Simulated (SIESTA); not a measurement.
Worked example: self-consistent single point of Y6CoBi2 (P-62m, 9 atoms in the cell) in SIESTA

Method: GGA PBEsol, numerical atomic orbitals DZP, PseudoDojo PBEsol standard norm-conserving potentials (rewritten from UPF to PSML) run with SIESTA.

This input was run:

```
# files in the folder: Y.psml Co.psml Bi.psml (PseudoDojo PBEsol standard)
SystemName  Y6CoBi2
SystemLabel siesta

NumberOfAtoms                9
NumberOfSpecies              3
%block ChemicalSpeciesLabel
  1 39 Y
  2 27 Co
  3 83 Bi
%endblock ChemicalSpeciesLabel
LatticeConstant              1.0 Ang
%block LatticeVectors
     8.421350000    0.000000000    0.000000000
    -4.210675000    7.293103000    0.000000000
     0.000000000    0.000000000    4.117030000
%endblock LatticeVectors
AtomicCoordinatesFormat      Bohr
%block AtomicCoordinatesAndAtomicSpecies
     3.693649868    0.000000000    0.000000000  1
     6.110197616   10.583172666    0.000000000  1
    -1.846824934    3.198794603    0.000000000  1
    -4.815351336    8.340433132    3.890029573  1
     9.630702673    0.000000000    3.890029573  1
     3.141671213    5.441534137    3.890029573  1
     0.000000000    0.000000000    3.890029573  2
    -0.000007957    9.187982773    0.000000000  3
     7.957030507    4.593984496    0.000000000  3
%endblock AtomicCoordinatesAndAtomicSpecies

XC.functional                GGA
XC.authors                   PBEsol
PAO.BasisSize                DZP
PAO.EnergyShift              0.01 Ry
MeshCutoff                   350 Ry
%block kgrid.MonkhorstPack
    3   0   0  0.0
    0   3   0  0.0
    0   0   5  0.0
%endblock kgrid.MonkhorstPack
OccupationFunction           MP
OccupationMPOrder            0
ElectronicTemperature        3156.43 K

MaxSCFIterations             150
SCF.Mixer.Method             Pulay
SCF.Mixer.Weight             0.25
SCF.Mixer.History            8
SCF.DM.Tolerance             1.0E-04
Diag.ParallelOverK           true
WriteForces                  true
Charge.Mulliken              end
```

Output (repeated stretches shortened):

```
reinit: Reading from file input.fdf

reinit: System Name: Y6CoBi2
reinit: System Label: siesta

coor:   Atomic-coordinates input format  =     Cartesian coordinates
coor:                                            (in Bohr units)

siesta: Atomic coordinates (Bohr) and species
siesta:      3.69365   0.00000   0.00000  1        1
siesta:      6.11020  10.58317   0.00000  1        2
siesta:     -1.84682   3.19879   0.00000  1        3
siesta:     -4.81535   8.34043   3.89003  1        4
siesta:      9.63070   0.00000   3.89003  1        5
siesta:      3.14167   5.44153   3.89003  1        6
siesta:      0.00000   0.00000   3.89003  2        7
siesta:     -0.00001   9.18798   0.00000  3        8
siesta:      7.95703   4.59398   0.00000  3        9

siesta: System type = bulk

initatomlists: Number of atoms, orbitals, and projectors:      9   169   190

siesta: ******************** Simulation parameters ****************************
redata: Spin configuration                          = none
redata: Time-Reversal Symmetry                      = T
redata: Number of Atomic Species                    =        3
redata: Mesh Cutoff                                 =   350.0000 Ry
redata: Net charge of the system                    =     0.0000 |e|
redata: Min. number of SCF Iter                     =        0
redata: Max. number of SCF Iter                     =      150
redata: SCF convergence failure will abort job
redata: SCF mix quantity                            = Hamiltonian
redata: Mix DM or H after convergence               =   F
redata: Recompute H after scf cycle                 =   F
redata: Mix DM in first SCF step                    =   T
redata: No kicks to SCF
redata: DM Mixing Weight for Kicks                  =     0.5000
redata: Require Harris convergence for SCF          =   F
redata: Harris energy tolerance for SCF             =     0.000100 eV
redata: Require DM convergence for SCF              =   T
   [... lines left out ...]
diag: Used triangular part                          = Lower
diag: Absolute tolerance                            =  0.100E-15
diag: Orthogonalization factor                      =  0.100E-05
diag: Memory factor                                 =  1.0000

superc: Internal auxiliary supercell:     5 x     5 x     5  =     125
superc: Number of atoms, orbitals, and projectors:   1125  21125  23750

                        Single-point calculation

superc: Internal auxiliary supercell:     5 x     5 x     5  =     125
superc: Number of atoms, orbitals, and projectors:   1125  21125  23750

outcell: Unit cell vectors (Ang):
        8.421350    0.000000    0.000000
       -4.210675    7.293103    0.000000
        0.000000    0.000000    4.117030

outcell: Cell vector modules (Ang)   :    8.421350    8.421350    4.117030
outcell: Cell angles (23,13,12) (deg):     90.0000     90.0000    120.0000
outcell: Cell volume (Ang**3)        :    252.8588
new_DM -- step:     1
Initializing Density Matrix...

Attempting to read DM from file... Failed...
DM filled with atomic data:

InitMesh: MESH = 90 x 90 x 48 = 388800
InitMesh: Mesh cutoff (required, used) =   350.000   375.679 Ry

stepf: Methfessel-Paxton step function
       Using Hermite-Gauss polynomials of order  0
        iscf     Eharris(eV)        E_KS(eV)     FreeEng(eV)     dDmax    Ef(eV) dHmax(eV)
   scf:    1   -14989.260922   -15175.712325   -15176.041341  1.684568 -3.849369 65.507560
   scf:    2   -14666.525737   -15117.808038   -15118.297885  0.704234 -4.359289 91.214889
   scf:    3   -15275.772407   -15210.763599   -15211.178954  0.664472 -4.262301 51.469634
   scf:    4   -15276.519070   -15252.274117   -15252.679943  0.194826 -4.260575 18.279302
   scf:    5   -13860.362592   -14823.878324   -14824.112810  1.861033 -3.651406149.176207
   scf:    6   -15233.785563   -15048.667441   -15048.939377  0.659427 -3.901208102.996243
   [... 10 lines left out ...]
   scf:   17   -15259.675362   -15259.675293   -15260.089378  0.001407 -4.338408  0.013110
   scf:   18   -15259.674795   -15259.675138   -15260.089241  0.001348 -4.338349  0.085542
   scf:   19   -15259.675213   -15259.675267   -15260.089381  0.001053 -4.338722  0.013123
   scf:   20   -15259.675271   -15259.675269   -15260.089383  0.000123 -4.338798  0.006937
   scf:   21   -15259.675270   -15259.675270   -15260.089384  0.000078 -4.338796  0.000427
SCF Convergence by DM+H criterion
max |DM_out - DM_in|         :     0.0000779811
max |H_out - H_in|      (eV) :     0.0004270266
SCF cycle converged after 21 iterations

Using DM_out to compute the final energy and forces

siesta: E_KS(eV) =           -15259.6753

siesta: E_KS - E_eggbox =    -15259.6753

siesta: Atomic forces (eV/Ang):
     1   -0.191280   -0.000001   -0.000000
     2    0.095641    0.165653    0.000000
     3    0.095640   -0.165653    0.000000
     4    0.022419   -0.038834   -0.000000
     5   -0.044840   -0.000002   -0.000000
     6    0.022430    0.038850   -0.000000
     7   -0.000002   -0.000003   -0.000000
     8    0.000022   -0.000021    0.000000
     9   -0.000029    0.000010    0.000000
   Tot    0.000000   -0.000000   -0.000000
   Max    0.191280
   Res    0.065489    sqrt( Sum f_i^2 / 3N )
   Max    0.191280    constrained

Stress tensor Voigt[x,y,z,yz,xz,xy] (kbar):       38.53       38.56       37.18       -0.00       -0.00        0.03
(Free)E + p*V (eV/cell)   -15266.1003
Target enthalpy (eV/cell)   -15260.0894

siesta: Program's energy decomposition (eV):
siesta: Ebs     =     -2907.543428
siesta: Eions   =     20300.817277
siesta: Ena     =      2919.764786
siesta: Ekin    =      5834.329208
siesta: Enl     =      -658.765952
siesta: Eso     =         0.000000
siesta: Edftu   =         0.000000
siesta: DEna    =       142.058699
siesta: DUscf   =         3.001748
siesta: DUext   =         0.000000
siesta: Ex      =     -2972.590034
siesta: Ec      =      -226.656449
siesta: Exc     =     -3199.246483
siesta: Eharris =    -15259.675270
siesta: Etot    =    -15259.675270
siesta: FreeEng =    -15260.089384

siesta: Atomic forces (eV/Ang):
siesta:      1   -0.191280   -0.000001   -0.000000
siesta:      2    0.095641    0.165653    0.000000
siesta:      3    0.095640   -0.165653    0.000000
siesta:      4    0.022419   -0.038834   -0.000000
siesta:      5   -0.044840   -0.000002   -0.000000
siesta:      6    0.022430    0.038850   -0.000000
siesta:      7   -0.000002   -0.000003   -0.000000
siesta:      8    0.000022   -0.000021    0.000000
   [... lines left out ...]
siesta: Cell volume =        252.858814 Ang**3
siesta:         -38.08684228        -38.46939795  kBar
   [... lines left out ...]

Species: Co
Atom  Qatom  Qorb
               3s      4s      4s      3py     3pz     3px     4py     4pz
               4px     3dxy    3dyz    3dz2    3dxz    3dx2-y2 3dxy    3dyz
               3dz2    3dxz    3dx2-y2
   7 16.603   1.936   0.428  -0.044   2.012   2.014   2.012   0.269   0.243
              0.269   1.572   1.693   1.495   1.693   1.572  -0.096  -0.136

             -0.098  -0.136  -0.096

Species: Bi
Atom  Qatom  Qorb
               6s      6s      6py     6pz     6px     6py     6pz     6px
               5dxy    5dyz    5dz2    5dxz    5dx2-y2 6dxy    6dyz    6dz2
               6dxz    6dx2-y2
   8 15.251   1.505   0.120   0.924   1.012   0.924   0.137   0.091   0.137
              2.001   2.001   2.003   2.001   2.001   0.088   0.076   0.065

              0.076   0.088
   9 15.251   1.505   0.120   0.924   1.012   0.924   0.137   0.091   0.137
              2.001   2.001   2.003   2.001   2.001   0.088   0.076   0.065

              0.076   0.088

mulliken: Qtot =      113.000

Mulliken Atomic Populations:
Atom #   charge [q] valence [e]  Species
     1    -0.143925   11.143925  Y
     2    -0.143933   11.143933  Y
     3    -0.143925   11.143925  Y
     4     0.178532   10.821468  Y
     5     0.178531   10.821469  Y
     6     0.178547   10.821453  Y
     7     0.397345   16.602655  Co
     8    -0.250586   15.250586  Bi
     9    -0.250586   15.250586  Bi
 Total    -0.000000
```

The run converged in 21 iterations.

The starting cell comes from a database of computed structures (which also holds hypothetical and non-ambient phases and stackings), without a prior relaxation at this level. Spin polarisation is off. Values carry the incompleteness of an atom-centred basis. With a pressure of about -4 GPa the cell is away from its equilibrium volume at this level.

Cost on one core of a shared machine: roughly 2 min.
